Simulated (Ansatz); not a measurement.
Take Pd in the fcc (Cu type) structure (space group Fm-3m, No. 225; a = 3.878 Å; relaxed with 0.1 eV smearing) as the base. Axes: x, y, z lie along the cube axes.

Level of theory: PBEsol (Ansatz, a first-principles code; PAW; 420 eV plane waves; spin-orbit coupling left out).

Base values:

The pressure is 0.0 GPa.

Perturbation: uniaxial strain ε_zz = +1.50 %, all other strain components held at zero; the atoms relax in the strained cell.

Question: How does this affect the energy relative to the base and pressure?

Answer: The energy grows by 2.5 meV/atom; the pressure (mean of the normal stresses, compression positive) goes from zero to -2.9 GPa.

No phonon test of stability was made. The final runs are not spin-polarised.
